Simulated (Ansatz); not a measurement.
Input:

End structure of Cl on the 1x1 (0001) surface of hcp Ti, one in a 2x1 cell, started at the site 'hollow Ti-Ti-Ti':

```
CELL_PARAMETERS angstrom
      5.87727     0.00000     0.00000
     -1.46932     2.54493     0.00000
      0.00000     0.00000    26.00000
ATOMIC_POSITIONS crystal
  Ti 0.33333 0.33333 0.36988
  Ti 0.83333 0.33333 0.36988
  Ti 0.16667 0.66667 0.45305
  Ti 0.66667 0.66667 0.45305
  Ti 0.32903 0.32903 0.54496
  Ti 0.83769 0.33769 0.54874
  Ti 0.18318 0.68318 0.63226
  Ti 0.65264 0.65264 0.63058
  Cl 0.98921 0.98921 0.69862
```

Set-up: 9 atoms, 6.8 Å thick at the start under the adsorbate (thin: gaps and levels are the slab's own); mesh 6x12x1; 0.1 eV smearing; dipole correction on; 4 atoms held, the rest relaxed; start symmetry kept, larger cells not searched; no spin, no spin-orbit, no U, no dispersion correction. At the end it is bonded to 3 Ti. In PBE it is, or lies within 0.03 eV of, the lowest of the starts that converged.

A negative adsorption energy means that the adsorbate is more stable on the surface than in its reference.

Question: What work function of the top face does PBE in Ansatz (a quantum-chemistry and plane-wave program) give?

Answer: 4.15 eV

Question: Give the change of the step from the bottom to the top vacuum level, against the clean slab at the level PBE.

Answer: -0.23 eV

Question: What is the computed adsorption energy against ½ Cl2(g) (PBE)?

Answer: -3.33 eV

Question: What change of the work function does PBE give?

Answer: -0.24 eV
